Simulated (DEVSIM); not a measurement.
System: Si n+/n-/n+ resistor, at 300 K.

```
layer (left to right)  material  thickness (μm)  Nd (cm⁻³)  τn (s)  τp (s)
---------------------  --------  --------------  ---------  ------  ------
1                            Si           0.920     1.3e19  1.6e-5  1.6e-5
2                            Si            2.40     1.9e13  1.6e-5  4.8e-7
3                            Si           0.540     1.4e19  1.6e-5  1.6e-5
```

Left contact: ohmic. Right contact: ohmic. Voltage is applied to the left contact. Recombination: SRH at mid-gap. Mobility is constant in doping.

This is a model device: material constants are rounded textbook-type values typed into the input, and sizes, dopings and lifetimes were drawn at random. Values at 300 K.

```
parameter           Si
-------------  -------
gap (eV)         1.124
affinity (eV)     4.05
permittivity      11.7
Nc (cm⁻³)      2.86e19
Nv (cm⁻³)       3.1e19
μn (cm²/Vs)       1417
μp (cm²/Vs)        470
```

Model (solved in DEVSIM): 1D drift-diffusion, Boltzmann statistics, complete ionisation; no tunnelling, impact ionisation, image-force lowering or self-heating.

Problem. Give the dark forward current.

Solution. 
(V (V), J (A/cm²)): (0.05, 6.4); (0.20, 28); (0.35, 56); (0.50, 91); (0.65, 130); (0.80, 180); (0.95, 230); (1.10, 290); (1.25, 360); (1.40, 430); (1.55, 510); (1.70, 590); (1.85, 680); (2.00, 780)
